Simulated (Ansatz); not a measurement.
Effect of uniaxial strain ε_zz = −1.00 % on Ru

The parent structure is Ru in the hcp (Mg type) structure (space group P6_3/mmc, No. 194; a = 2.7043 Å, c = 4.2629 Å; relaxed with 0.1 eV smearing). Axes: x lies along a and z along c of the hexagonal cell.

Modification: the cell is compressed by 1.00 % along z with no lateral relaxation, atoms relaxed at fixed cell.

Method: Kohn–Sham DFT with the r2SCAN functional, run in Ansatz (a program for electronic structure) with PAW and 500 eV plane waves, no SOC. Settings: 24×24×14 k-points, 0.1 eV Fermi–Dirac smearing.

```csv
quantity,base,changed,shift
volume per atom,13.50 Å³,13.36 Å³,-0.135 Å³
space group,P6_3/mmc (No. 194),P6_3/mmc (No. 194),–
shortest interatomic distance,2.642 Å,2.625 Å,-0.017 Å
energy relative to the base (free energy F),0 meV/atom,+3.0 meV/atom,+3.0 meV/atom
"pressure (mean of the normal stresses, compression positive)",0.0 GPa,3.7 GPa,+3.7 GPa
band gap,zero,zero,–
"stress (xx, yy, zz, yz, xz, xy; compression positive)",–,"(2.0, 2.0, 7.1, 0.0, 0.0, 0.0) GPa",–
```

Cost of the whole job for the changed cell (relaxation, final SCF and bands): about 40 core-seconds (a rough figure).

Whether these cells are dynamically stable was not tested. The final runs are not spin-polarised.
